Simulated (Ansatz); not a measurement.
Consider LaPt3Si (space group P4mm, No. 99; a = 4.091 Å, c = 5.462 Å; a cell from a computed database, its experimental status unchecked). Axes: x, y, z lie along a, b, c of the conventional cell.

The change: uniaxial strain ε_yy = +1.04 %, all other strain components held at zero; the atoms relax in the strained cell.

Levels (all Ansatz, a program for electronic structure, PAW): PBEsol (420 eV, without spin-orbit coupling); PBEsol+SOC (420 eV, with spin-orbit coupling).

The geometry is relaxed with PBEsol.

```
Quantity            Value
---------------  --------
PBEsol pressure  -1.6 GPa
```

Problem. How does going to PBEsol+SOC change the pressure?

Solution. The pressure drops by 0.4 GPa (-1.6 GPa → -2.0 GPa).

Single points use the geometry relaxed with PBEsol. The spin-orbit shifts are approximate. Whether these cells are dynamically stable was not tested. The runs without spin-orbit coupling are not spin-polarised. An odd electron count without spin: LaPt3Si.
